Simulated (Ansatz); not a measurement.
## (6,6) HfO2 nanotube

Levels: PBE (plane waves to 420 eV, PAW; Ansatz, a first-principles code); PBE with spin-orbit coupling (Ansatz). Unmarked values and the geometry are of the first. Mesh 1×1×10. No spin polarisation, so a magnetic state wasn't tested. It repeats along c; a and b span vacuum. A hypothetical model, rolled from the flat sheet. Only distortions within the start's symmetry and period were free. Values not marked SOC lack spin–orbit coupling. Buckling under compression is shut out by symmetry and the short period.

| Item | Result |
|---|---|
| period along the axis (36 atoms) | 3.276 Å |
| mean diameter | 10.90 Å |
| radii of the innermost and outermost atoms | 4.49 and 6.38 Å |
| energy over the flat sheet | +101 meV/atom |
| PBE gap | 4.55 eV, indirect, from k = 0.344 × 2π/c to Γ |
| electron mass along the axis (PBE) | 2.1 mₑ |
| hole mass along the axis (PBE) | 1.2 mₑ |
| valence and conduction edges under the vacuum level (PBE) | 6.79 and 2.23 eV |
| PBE+SOC gap at this geometry | 4.54 eV |
| axial stiffness dF/dε | 489 nN |

```
CELL_PARAMETERS angstrom
     24.00000     0.00000     0.00000
      0.00000    24.00000     0.00000
      0.00000     0.00000     3.27550
ATOMIC_POSITIONS crystal
  O  0.76155 0.54645 0.50000
  O  0.67535 0.56472 0.00000
  Hf 0.72872 0.49943 0.00000
  O  0.61950 0.64373 0.50000
  Hf 0.69836 0.61387 0.50000
  O  0.70329 0.67100 0.00000
  O  0.59055 0.74974 0.50000
  O  0.53162 0.68422 0.00000
  Hf 0.61486 0.69779 0.00000
  O  0.43528 0.67535 0.50000
  Hf 0.50057 0.72872 0.50000
  O  0.45355 0.76155 0.00000
  O  0.32900 0.70329 0.50000
  O  0.35627 0.61950 0.00000
  Hf 0.38613 0.69836 0.00000
  O  0.31578 0.53162 0.50000
  Hf 0.30221 0.61486 0.50000
  O  0.25026 0.59055 0.00000
  O  0.23845 0.45355 0.50000
  O  0.32465 0.43528 0.00000
  Hf 0.27128 0.50057 0.00000
  O  0.38050 0.35627 0.50000
  Hf 0.30164 0.38613 0.50000
  O  0.29671 0.32900 0.00000
  O  0.40945 0.25026 0.50000
  O  0.46838 0.31578 0.00000
  Hf 0.38514 0.30221 0.00000
  O  0.56472 0.32465 0.50000
  Hf 0.49943 0.27128 0.50000
  O  0.54645 0.23845 0.00000
  O  0.67100 0.29671 0.50000
  O  0.64373 0.38050 0.00000
  Hf 0.61387 0.30164 0.00000
  O  0.68422 0.46838 0.50000
  Hf 0.69779 0.38514 0.50000
  O  0.74974 0.40945 0.00000
```
